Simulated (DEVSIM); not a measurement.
Device: Pt/SiON/p-In0.53Ga0.47As capacitor, at 300 K.

```csv
layer (left to right),material,thickness (nm),Na (cm⁻³)
1,SiON,2.00,-
2,In0.53Ga0.47As,4300,1.7e16
```

Metal gate on the left, work function 5.6 eV. Fixed charge at the semiconductor interface -3.8e11 cm⁻² (in units of +e); no interface traps.

The device is made up for the run: typed textbook-type constants, with dimensions and the other settings drawn at random. Values at 300 K.

```tsv
parameter	SiON	In0.53Ga0.47As
gap (eV)	7	0.74
affinity (eV)	1.4	4.51
permittivity	5.5	13.9
Nc (cm⁻³)	-	2.1e17
Nv (cm⁻³)	-	7.7e18
```

Simulated with DEVSIM: 1D Poisson equation in equilibrium, Boltzmann statistics, complete ionisation; no quantum confinement or tunnelling. Metal contacts follow the ideal Schottky-Mott rule: no Fermi-level pinning, no interface dipoles.

Q: Tabulate band edges, carrier densities and field at 0.9 V on the gate.

A: Energies count from the Fermi level of the right contact; mesh points crowd at the junctions.

| x (μm) | Ec (eV) | Ev (eV) | n (cm⁻³) | p (cm⁻³) | field (V/cm) |
|---|---|---|---|---|---|
| 0.000 | 3.300 | -3.700 | < 1e2 | < 1e2 | 220000 |
| 0.0008191 | 3.318 | -3.682 | < 1e2 | < 1e2 | 220000 |
| 0.001562 | 3.334 | -3.666 | < 1e2 | < 1e2 | 220000 |
| 0.002414 | 0.236 | -0.504 | 2.3e13 | 2.6e10 | 38000 |
| 0.005190 | 0.246 | -0.494 | 1.6e13 | 3.9e10 | 37000 |
| 0.009703 | 0.262 | -0.478 | 8.2e12 | 7.3e10 | 36000 |
| 0.01952 | 0.297 | -0.443 | 2.2e12 | 2.8e11 | 34000 |
| 0.05074 | 0.392 | -0.348 | 5.5e10 | 1.1e13 | 27000 |
| 0.1060 | 0.507 | -0.233 | 6.3e8 | 9.5e14 | 15000 |
| 0.2224 | 0.578 | -0.162 | 4.1e7 | 1.5e16 | 1100 |
| 0.4678 | 0.582 | -0.158 | 3.5e7 | 1.7e16 | ≈ 0 |
| 1.248 | 0.582 | -0.158 | 3.5e7 | 1.7e16 | ≈ 0 |
| 2.487 | 0.582 | -0.158 | 3.5e7 | 1.7e16 | ≈ 0 |
| 3.441 | 0.582 | -0.158 | 3.5e7 | 1.7e16 | ≈ 0 |
| 3.981 | 0.582 | -0.158 | 3.5e7 | 1.7e16 | ≈ 0 |
| 4.145 | 0.582 | -0.158 | 3.5e7 | 1.7e16 | ≈ 0 |
| 4.228 | 0.582 | -0.158 | 3.5e7 | 1.7e16 | ≈ 0 |
| 4.268 | 0.582 | -0.158 | 3.5e7 | 1.7e16 | ≈ 0 |
| 4.290 | 0.582 | -0.158 | 3.5e7 | 1.7e16 | ≈ 0 |
| 4.297 | 0.582 | -0.158 | 3.5e7 | 1.7e16 | ≈ 0 |
| 4.300 | 0.582 | -0.158 | 3.5e7 | 1.7e16 | ≈ 0 |
| 4.302 | 0.582 | -0.158 | 3.5e7 | 1.7e16 | ≈ 0 |
